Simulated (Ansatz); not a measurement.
## HfO₂ in the fluorite structure (space group Fm-3m, No. 225)

```xyz
3
Lattice="0.0000 2.5219 2.5219 2.5219 0.0000 2.5219 2.5219 2.5219 0.0000" Properties=species:S:1:pos:R:3 pbc="T T T"
Hf     0.0000     0.0000     0.0000
O      1.2610     1.2610     1.2610
O      3.7829     3.7829     3.7829
```

The values are results of PBEsol (Ansatz, a quantum-chemistry and plane-wave program), without spin-orbit coupling, not measurements. Settings: 11×11×11 k-points, 0.05 eV Fermi–Dirac smearing.

The volume per atom comes out as 10.69 Å³. The density comes out as 10.90 g/cm³ and the band gap is 3.69 eV, direct at X. The electron mass is 1.1 mₑ along k, 0.70 mₑ across and the total energy is -5575.025 eV/atom (σ→0; compares only within this code and set-up).

With Hf present, leaving out spin-orbit coupling can change the band edges. Masses are band curvatures over ±0.01 Å⁻¹ around the edge. Along k means along the line from Γ to the band edge. Stability against distortions was not tested. This is not the structure that HfO2 has at room temperature and ambient pressure.
